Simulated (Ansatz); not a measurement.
Start from SnTe in the rock salt structure (space group Fm-3m, No. 225).

```yaml
crystal:
  lattice:
    - [0.00000, 3.20463, 3.20463]
    - [3.20463, 0.00000, 3.20463]
    - [3.20463, 3.20463, 0.00000]
  atoms:
    - { symbol: Sn, position: [0.00000, 0.00000, 0.00000] }
    - { symbol: Te, position: [0.50000, 0.50000, 0.50000] }
```

Level of theory: PBE (Ansatz, a quantum-chemistry and plane-wave program, PAW, scalar-relativistic without spin-orbit coupling).

Strains are applied to the cell and any free atomic positions relax.

One change was made to it. Results:

| quantity | base | after |
|---|---|---|
| energy relative to the base (free energy F) | 0 meV/atom | +16 meV/atom |
| pressure | 0.00 GPa | 2.81 GPa |

Which change produced these results?
A) isotropic strain +0.50 %
B) isotropic strain −1.00 %
C) isotropic strain −2.00 %
D) isotropic strain +2.00 %

C, isotropic strain −2.00 %. For comparison, the energy relative to the base in the other runs: isotropic strain −1.00 % gives +3.9 meV/atom; isotropic strain +0.50 % gives +0.9 meV/atom; isotropic strain +2.00 % gives +14 meV/atom.

Whether these cells are dynamically stable was not tested. All final runs are without spin polarisation.
